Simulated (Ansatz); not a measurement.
Functionals compared on a constructed model of the (100) surface of fcc Ag, a pseudomorphic layer of Ta in the host's stacking (bottom of the slab: a bare face, its two planes held), in Ansatz (plane waves, PAW). The structure was relaxed with PBE; the other rows are single points on it. Cutoff 420 eV (500 eV for r2SCAN).

Slab: 7 atoms, 12.9 Å thick at the start; k 13x13x1, smearing 0.1 eV, dipole-corrected; 2 atoms held, the rest relaxed; start symmetry kept, larger cells not searched; no spin, no spin-orbit, no U. It is one candidate, not shown to be the stable structure of the face. These notes are the PBE run's.

```csv
functional,work function of the top face (eV),rough cost of the single point
PBE,4.80,–
RPBE,…,around 40 core-seconds (rough)
r2SCAN,4.75,very roughly 70 core-seconds
```

Question: Fill in the missing entries.

Answer: 
- RPBE, work function of the top face (eV): 4.64

Ansatz is an electronic-structure program.
